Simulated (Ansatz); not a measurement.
# Formation energy of H_i in Rh (fcc, Fm-3m): levels of theory

Subject: the formation energy of H_i in Rh (fcc, Fm-3m). Reaction: 64 Rh (fcc) + 1/2 H2 (gas) → cell A.

A: a supercell of 64 sites of Rh (fcc, Fm-3m) with H off the lattice sites (6 Rh at 1.95 Å); spin state with PBE: run without spin.

Method: Ansatz (a first-principles code), PAW, neutral cells at 0 K with nuclei at rest, on structures from PBE. Ansatz runs with its default PAW set. Other levels take these structures. The lattices are those relaxed with PBE, so at other levels the solids can be strained, which adds to the spread. Larger cells are relaxed from a start prepared with the learned potential CHGNet, on a coarser mesh till forces fall under 0.03 eV/Å, which some starts already meet. A dispersion term (D3(BJ), or D4 for r2SCAN) was computed beside these levels and is taken off wherever the name lacks it. Mesh and cell size may move defect energies by 0.1 eV or more. Cell A has symmetry Fm-3m within 0.02 Å and got no random move, so less symmetric positions, which may lie lower, weren't tried.

```csv
Method,value (eV)
PBE,0.24
PBE+D3(BJ),…
RPBE,0.44
r2SCAN+D4,…
```

### Question
Some entries are withheld; supply them.

### Answer

- PBE+D3(BJ), value (eV): 0.02
- r2SCAN+D4, value (eV): 0.09

The levels shown span 0.42 eV, from PBE+D3(BJ) (0.02) to RPBE (0.44).

Rough cost of one single point on cell A, against RPBE's on the same shared machine and with each level's own mesh and cutoff: r2SCAN about 3 times.
